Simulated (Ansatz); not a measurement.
Structures of equal composition on the (111)A surface of 3C silicon carbide (Si plane on top): (√3x√3)R30° Bi adatom at H3; (√3x√3)R30° Bi adatom at T4. The slabs share one bottom face, and each structure is named by its start. These are constructed structures in small cells; real faces may alloy, dewet or reconstruct in larger ones, and not all known structures of the face are among them. Slabs of about 10 Å with all that they carry, Fermi-Dirac smearing of 0.025 eV. Bottom of the slabs: H caps. Relaxed from the named starts with such symmetry as they have, on meshes of like density; energies extrapolated to zero smearing; no spin-orbit coupling, no U. Spin-polarised runs, if any, are marked in brackets, and their order is one that fits the cell; the others ran without spin. Where a second, spin-polarised start was run, the lower counts.

Host crystal: 3C silicon carbide, with a band gap (PBE, scalar-relativistic without spin-orbit coupling).

All values below come from PBE (plane waves to 420 eV, PAW; Ansatz, a program for electronic structure).

### Question
Order them by energy per 1x1 cell (lowest first) at the level PBE.

### Answer
(√3x√3)R30° Bi adatom at T4 (0.000 eV, gap 1.66 eV on the mesh), (√3x√3)R30° Bi adatom at H3 (0.108 eV, gap 1.39 eV on the mesh)
